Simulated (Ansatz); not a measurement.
The starting structures come from a database of crystals and need not be the phases stable at ambient conditions.

By LDA and PBEsol, the system below comes out a metal.

Given:

```xyz
3
Lattice="2.9461 0.0000 0.0000 1.4730 7.2547 0.0000 1.4730 0.2991 2.5338" Properties=species:S:1:pos:R:3 pbc="T T T"
Ag     0.0000     0.0000     0.0000
Ag     4.4191     5.0704     1.9706
Ag     1.4730     2.4834     0.5632
```

Space group of this cell: R-3m. The cell is taken as given; by PBEsol its mean pressure is -7.5 GPa.

The current runs along the normal of the first two printed vectors, the (101) plane. All runs by Ansatz (a first-principles code), plane waves and PAW, without spin-orbit coupling; the base is PBEsol.

| run | mean pressure (GPa) | G/A, both spins (10¹⁵ S/m²) |
|---|---|---|
| base | -7.5 | 0.84 |
| all lengths scaled by 0.98 | -2.1 | 0.86 |
| all lengths scaled by 1.02 | -11.0 | [?] |
| lda in place of pbesol | -11.7 | 0.84 |
| lengths across the current scaled by 0.98, ions clamped | -4.1 | 0.84 |
| lengths across the current scaled by 1.02, ions clamped | -10.0 | 0.83 |
| lengths along the current scaled by 0.97, ions clamped | -5.0 | 0.86 |
| lengths along the current scaled by 1.03, ions clamped | -9.4 | 0.81 |

Problem. Some entries are withheld; supply them.

Solution. 
- all lengths scaled by 1.02, G/A, both spins (10¹⁵ S/m²): 0.82
